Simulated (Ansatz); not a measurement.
The starting structures come from a database of crystals and need not be the phases stable at ambient conditions.

By PBEsol, the system below comes out a metal.

Without scattering a metal conducts by its projected Fermi surface.

Data:

```
CELL_PARAMETERS angstrom
      2.77509     0.00000     0.00000
      0.00000     4.87578     0.00000
      0.00000     0.00000     4.57045
ATOMIC_POSITIONS crystal
  Ti 0.00000 0.29752 0.25000
  Ti 0.00000 0.70248 0.75000
  Pd 0.50000 0.81340 0.25000
  Pd 0.50000 0.18660 0.75000
```

The cell is taken as given; by PBEsol it stands under a pressure of -3.9 GPa.

The current flows along the normal of the first two printed cell vectors. No spin-orbit coupling; the value is a mean over 0.1 eV about the Fermi level.

Problem. Predict the ballistic conductance per area from PBEsol (Ansatz, a program for electronic structure).

Solution. 0.78 × 10¹⁵ S/m² for both spins.
